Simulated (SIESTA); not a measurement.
Worked example: self-consistent single point of Cs₃Bi (I4mm, 4 atoms in the cell) in SIESTA.

Method of the run: GGA PBEsol, numerical atomic orbitals TZP, PseudoDojo PBEsol standard norm-conserving potentials (rewritten from UPF to PSML) (SIESTA).

```xyz
4
Lattice="0.0000 4.6731 4.6731 4.6731 0.0000 4.6731 4.6731 4.6731 0.0000" Properties=species:S:1:pos:R:3 pbc="T T T"
Cs     2.3366     2.3366     2.3366
Cs     7.0097     7.0097     7.0097
Cs     4.6731     4.6731     4.7231
Bi     0.0000     0.0000     0.0000
```

Reference input (self-consistent single point, DFT, GGA PBEsol, numerical atomic orbitals TZP, PseudoDojo PBEsol standard norm-conserving potentials (rewritten from UPF to PSML)): XC.functional = GGA; XC.authors = PBEsol; potentials = PseudoDojo PBEsol standard; PAO.BasisSize = TZP; PAO.EnergyShift = 0.01 Ry; MeshCutoff = 350 Ry; kgrid.MonkhorstPack = 5 5 5; OccupationFunction = MP; OccupationMPOrder = 0; ElectronicTemperature = 3156.43 K; MaxSCFIterations = 150; SCF.Mixer.Method = Pulay. This run's input differs from it in these lines:

```diff
@@ -30,5 +30,5 @@
 %block kgrid.MonkhorstPack
-    5   0   0  0.0
-    0   5   0  0.0
-    0   0   5  0.0
+    8   0   0  0.0
+    0   8   0  0.0
+    0   0   8  0.0
 %endblock kgrid.MonkhorstPack
@@ -36,3 +36,3 @@
 OccupationMPOrder            0
-ElectronicTemperature        3156.43 K
+ElectronicTemperature        5802.26 K
```

Log, with long lists cut:

```
        iscf     Eharris(eV)        E_KS(eV)     FreeEng(eV)     dDmax    Ef(eV) dHmax(eV)
   scf:    1    -4116.384073    -4125.911952    -4125.921374  2.217537 -3.520516  4.302762
   scf:    2    -4128.433114    -4127.343707    -4127.374978  0.234613 -3.078636  2.335576
   scf:    3    -4127.881985    -4127.686336    -4127.736600  0.212700 -2.818359  1.106967
   scf:    4    -4127.751992    -4127.725997    -4127.779384  0.101777 -2.884757  0.304953
   scf:    5    -4127.727063    -4127.727905    -4127.783806  0.037346 -2.846908  0.018243
   scf:    6    -4127.727974    -4127.727941    -4127.783829  0.002520 -2.849391  0.002730
   scf:    7    -4127.728172    -4127.728058    -4127.783826  0.001213 -2.851042  0.006437
   scf:    8    -4127.727882    -4127.727972    -4127.783830  0.001199 -2.850265  0.001363
   scf:    9    -4127.727994    -4127.727983    -4127.783830  0.000193 -2.850496  0.000161
   scf:   10    -4127.727983    -4127.727983    -4127.783830  0.000008 -2.850496  0.000041
SCF Convergence by DM+H criterion
max |DM_out - DM_in|         :     0.0000079563
max |H_out - H_in|      (eV) :     0.0000406582
SCF cycle converged after 10 iterations

Using DM_out to compute the final energy and forces

siesta: E_KS(eV) =            -4127.7280

siesta: E_KS - E_eggbox =     -4127.7280

siesta: Atomic forces (eV/Ang):
     1   -0.000007   -0.000007    0.030990
     2    0.000007    0.000007    0.031004
     3   -0.000000   -0.000000   -0.050757
     4    0.000000    0.000000   -0.010928
   Tot    0.000000    0.000000    0.000309
   Max    0.050757
   Res    0.019616    sqrt( Sum f_i^2 / 3N )
   Max    0.050757    constrained

Stress tensor Voigt[x,y,z,yz,xz,xy] (kbar):      -16.09      -16.09      -16.04       -0.02       -0.02       -0.02
(Free)E + p*V (eV/cell)    -4125.7367
   [... lines left out ...]
siesta: FreeEng =     -4127.783830
   [... lines left out ...]
siesta:    -0.010040   -0.000010   -0.000010
siesta:    -0.000010   -0.010040   -0.000010
siesta:    -0.000010   -0.000010   -0.010011

siesta: Cell volume =        204.102614 Ang**3

siesta: Pressure (static):
siesta:                Solid            Molecule  Units
siesta:           0.00010924          0.00010837  Ry/Bohr**3
siesta:           0.01003002          0.00995003  eV/Ang**3
siesta:          16.06986570         15.94169946  kBar
```

The run converged in 10 iterations. Against the reference run the free energy falls by 3.5 meV/atom, the pressure hardly changes (1.55 to 1.61 GPa) and the largest force stays at 0.051 eV/Å.

The starting cell comes from a database of computed structures (which also holds hypothetical and non-ambient phases and stackings), without a prior relaxation at this level. Its lattice was rescaled by up to half a per cent. One atom was moved a little off its site on purpose. Values carry the incompleteness of an atom-centred basis.

Cost on one core of a shared machine: roughly 40 s.
